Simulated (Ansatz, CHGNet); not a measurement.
# NiGe (Pnma, No. 62, 8 atoms in the cell; start mp-1099): properties by level of theory

```tsv
level (code)	equilibrium volume per atom (Å³/atom)	enthalpy of formation (eV/atom)
CHGNet 0.3.0	13.68	…
LDA (Ansatz)	…	-0.387
PBE (Ansatz)	13.73	-0.304
PBEsol (Ansatz)	13.11	-0.371
PBE-D3(BJ) (Ansatz)	13.29	-0.363
PBE-D4 (Ansatz)	13.36	-0.368
```

Q: What belongs in the gaps?

A: 
- CHGNet 0.3.0, enthalpy of formation (eV/atom): -0.395
- LDA (Ansatz, a quantum-chemistry and plane-wave program), equilibrium volume per atom (Å³/atom): 12.74

Caveats: the relaxation could not lower the start's symmetry, so the cell can be a saddle point above a distorted one (CHGNet 0.3.0, LDA, PBE, PBEsol, PBE-D3(BJ), PBE-D4). Ansatz's density-functional and Hartree–Fock values are scalar-relativistic unless marked +SOC, with PAW data made under PBE.

The crystal itself was run without spin with LDA, PBE, PBEsol, PBE-D3(BJ), PBE-D4; a magnetic state was not tried in these runs.

A start named mp-… is a Materials Project structure, which need not be a measured phase.
